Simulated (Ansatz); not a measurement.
## Pressure series in MoS2

Consider MoS₂ in the 3R-MoS2 type structure (space group R3m, No. 160; a = 3.116 Å, c = 17.356 Å (hexagonal axes); layered, stacked along the Cartesian z axis).

Cell and atoms are relaxed at each pressure.

Calculations: PBEsol-D3(BJ) (Ansatz, a first-principles code, PAW, without spin-orbit coupling).

| change | shortest interatomic distance | density | band gap |
|---|---|---|---|
| base | 238.0 pm | 5.47 g/cm³ | 0.50 eV |
| pressure −1 GPa | … | 5.38 g/cm³ | 0.58 eV |
| pressure 3 GPa | 237.1 pm | 5.68 g/cm³ | 0.33 eV |
| pressure 7 GPa | 236.0 pm | 5.89 g/cm³ | 0.15 eV |
| pressure 15 GPa | 234.1 pm | 6.24 g/cm³ | zero |
| pressure 30 GPa | 231.2 pm | 6.74 g/cm³ | zero |
| pressure 50 GPa | … | 7.28 g/cm³ | zero |
| pressure 75 GPa | 225.2 pm | 7.84 g/cm³ | zero |
| pressure 100 GPa | … | 8.31 g/cm³ | zero |

**Question.** Complete the table.

**Answer.** 
- pressure −1 GPa, shortest interatomic distance: 238.3 pm
- pressure 50 GPa, shortest interatomic distance: 228.2 pm
- pressure 100 GPa, shortest interatomic distance: 222.9 pm

A case with no gap was solved on a k-mesh chosen for an insulator, which is coarse for it. Load acts through the strain it causes; cell and atoms are relaxed under it. Stability against distortions was not tested. No other phases were tried under pressure. The final runs are not spin-polarised. A zero or small gap of MoS2 under pressure 7 GPa, MoS2 under pressure 15 GPa and MoS2 under pressure 30 GPa can be the functional's error rather than a property of the material.
